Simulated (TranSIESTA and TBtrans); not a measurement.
# Au chain with one Mn atom in place of Au

Device: Au chain with one Mn atom in place of Au. Leads: straight Au chain, spacing 2.55 Å. Geometry: 3 atoms about the centre moved by SIESTA (PBE, DZP) to a largest force of 0.02 eV/Å, all others as built, motion along the axis alone.

Method: TranSIESTA and TBtrans, PBE, SZP numerical orbitals (energy shift 0.15 eV), PseudoDojo norm-conserving scalar-relativistic potentials, mesh cutoff 200 Ry, 300 K, spin-polarised (collinear), no spin-orbit coupling; self-consistent non-equilibrium Green functions.

- Conductance at 300 K (G0 = 2e²/h) = 0.81
- Thermopower (μV/K) = 13
- Mean T from −0.5 to 0.5 eV = 0.91
- Spin polarisation of the conductance, (up − down)/(up + down) = 0.12

Energies count from the leads' Fermi level. Transmissions are for each spin. The energy step is 0.01 eV; narrower resonances are cut or missed.

| E (eV) | T up | T down | lead channels up | down |
|---|---|---|---|---|
| -1.95 | 2.90 | 0.43 | 3 | 3 |
| -1.80 | 1.91 | 0.41 | 3 | 3 |
| -1.65 | 2.47 | 0.39 | 3 | 3 |
| -1.50 | 2.67 | 0.35 | 3 | 3 |
| -1.35 | 2.81 | 0.31 | band edge | band edge |
| -1.20 | 2.19 | 0.23 | band edge | band edge |
| -1.05 | 2.72 | 0.19 | band edge | band edge |
| -0.90 | 2.12 | 0.17 | band edge | band edge |
| -0.75 | 2.05 | 0.36 | 4 | 4 |
| -0.60 | 1.80 | 0.54 | 4 | 4 |
| -0.45 | 1.55 | 0.70 | 4 | 4 |
| -0.30 | 1.40 | 0.80 | 4 | 4 |
| -0.15 | 1.30 | 0.85 | 4 | 4 |
| 0.00 | 0.83 | 0.70 | 1 | 1 |
| 0.15 | 0.81 | 0.69 | 1 | 1 |
| 0.30 | 0.81 | 0.70 | 1 | 1 |
| 0.45 | 0.81 | 0.71 | 1 | 1 |
| 0.60 | 0.81 | 0.72 | 1 | 1 |
| 0.75 | 0.81 | 0.73 | 1 | 1 |
| 0.90 | 0.81 | 0.73 | 1 | 1 |
| 1.05 | 0.81 | 0.74 | 1 | 1 |
| 1.20 | 0.82 | 0.75 | 1 | 1 |
| 1.35 | 0.82 | 0.75 | 1 | 1 |
| 1.50 | 0.82 | 0.76 | 1 | 1 |
| 1.65 | 0.82 | 0.76 | 1 | 1 |
| 1.80 | 0.82 | 0.77 | 1 | 1 |
| 1.95 | 0.81 | 0.77 | 1 | 1 |

Moments were seeded on the central atoms alone, and one start was tried. The leads' channel count changes near -0.01 eV, within the thermal window, so values at the Fermi level hang on where that band edge falls. The straight chain is held at its spacing; free chains may zigzag or dimerise. Spin-orbit coupling, left out here, matters for the heavy atoms.
